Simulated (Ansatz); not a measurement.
# A computed series for TiC: pressure series

Start from TiC in the rock salt structure (space group Fm-3m, No. 225).

```
TiC
1.0
    0.00000     2.16425     2.16425
    2.16425     0.00000     2.16425
    2.16425     2.16425     0.00000
C Ti
1 1
Cartesian
  0.00000   0.00000   0.00000
  2.16425   2.16425   2.16425
```

Cell and atoms are relaxed at each pressure.

Method: Kohn–Sham DFT with the r2SCAN functional, run in Ansatz (a first-principles code) with PAW and 500 eV plane waves, no SOC, earlier PAW set.

Notes on the quantities. enthalpy: H = E + PV relative to the base's energy.

| case | shortest interatomic distance | enthalpy | density |
|---|---|---|---|
| base | 216.4 pm | – | 4.90 g/cm³ |
| pressure −2 GPa | 217.0 pm | -0.13 eV/atom | 4.87 g/cm³ |
| pressure −1 GPa | 216.7 pm | -0.06 eV/atom | 4.89 g/cm³ |
| pressure 1.8 GPa | 215.9 pm | +0.11 eV/atom | 4.94 g/cm³ |
| pressure 4.2 GPa | 215.3 pm | +0.26 eV/atom | 4.98 g/cm³ |
| pressure 9 GPa | 214.1 pm | +0.56 eV/atom | 5.06 g/cm³ |
| pressure 18 GPa | 212.1 pm | +1.10 eV/atom | 5.21 g/cm³ |
| pressure 30 GPa | 209.7 pm | +1.81 eV/atom | 5.39 g/cm³ |
| pressure 45 GPa | ___ | +2.65 eV/atom | ___ |
| pressure 60 GPa | ___ | +3.47 eV/atom | ___ |

Problem. Complete the table.

Solution. 
- pressure 45 GPa, shortest interatomic distance: 207.1 pm
- pressure 45 GPa, density: 5.60 g/cm³
- pressure 60 GPa, shortest interatomic distance: 204.8 pm
- pressure 60 GPa, density: 5.79 g/cm³

Load acts through the strain it causes; cell and atoms are relaxed under it. Stability against distortions was not tested. Competing high-pressure phases were not computed. All final runs are without spin polarisation.
